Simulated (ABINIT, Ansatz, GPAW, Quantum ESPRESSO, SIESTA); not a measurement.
# One structure in several programs: Ca3Mg (I4/mmm, 4 atoms in the cell)

Self-consistent single point.

```yaml
crystal:
  lattice:
    - [-2.69950, 2.69950, 5.41182]
    - [2.69950, -2.69950, 5.41182]
    - [2.69950, 2.69950, -5.41182]
  atoms:
    - { symbol: Ca, position: [0.50000, 0.50000, 0.00000] }
    - { symbol: Ca, position: [0.25000, 0.75000, 0.50000] }
    - { symbol: Ca, position: [0.75000, 0.25000, 0.50000] }
    - { symbol: Mg, position: [0.00000, 0.00000, 0.00000] }
```

Shared settings, as Ansatz (a program for electronic structure) writes them: kpoints.mp_grid.grid = 6 6 6; scf.occupations.method = fermi_dirac; scf.occupations.width = 0.05 eV. Potentials and cutoffs stand in the table.

```json
[
 {"code": "GPAW", "model": "LDA (Perdew-Wang 92), GPAW PAW datasets LDA (gpaw-data 1.0.1)", "pressure (GPa)": "-2.76", "cutoff": "850 eV"},
 {"code": "Quantum ESPRESSO", "model": "LDA (PZ), GBRV 1.5 ultrasoft (LDA) pseudopotentials", "pressure (GPa)": "-2.86", "cutoff": "40 Ry"},
 {"code": "ABINIT", "model": "LDA (PW92), PAW (JTH v2.0 LDA PAW)", "pressure (GPa)": "-2.92", "cutoff": "40 Ry"},
 {"code": "SIESTA", "model": "LDA PW92, numerical atomic orbitals DZP, PseudoDojo LDA standard norm-conserving potentials (rewritten from UPF to PSML)", "pressure (GPa)": "0.59", "cutoff": "grid 350 Ry"},
 {"code": "Ansatz", "model": "LDA (PW92), PAW files made with PBE", "pressure (GPa)": "-2.85", "cutoff": "420 eV"}
]
```

The spread over the programs that give each value: pressure within 3.51 GPa.

SIESTA uses small atom-centred bases, whose incompleteness enters pressures, forces and empty levels differently from a plane-wave cutoff. Ansatz's pressure is given at a fixed set of plane waves, as the other plane-wave codes print theirs. The same LDA comes in different parametrisations, which differ slightly. In the pressure, SIESTA (by 3.45) lies more than 1 GPa from the median of the plane-wave programs.

On the base mesh (7 7 7) the same programs gave: Ansatz pressure -2.84 GPa; Quantum ESPRESSO pressure -2.84 GPa; ABINIT pressure -2.92 GPa; GPAW pressure -2.76 GPa; SIESTA pressure 0.64 GPa.

The starting cell comes from a database of computed structures (which also holds hypothetical and non-ambient phases and stackings), without a prior relaxation at this level. Its lattice was rescaled by a random factor within 2.5 % of one.

Left out of this page: CP2K (on another mesh).

Keys are those of Ansatz 0.2.
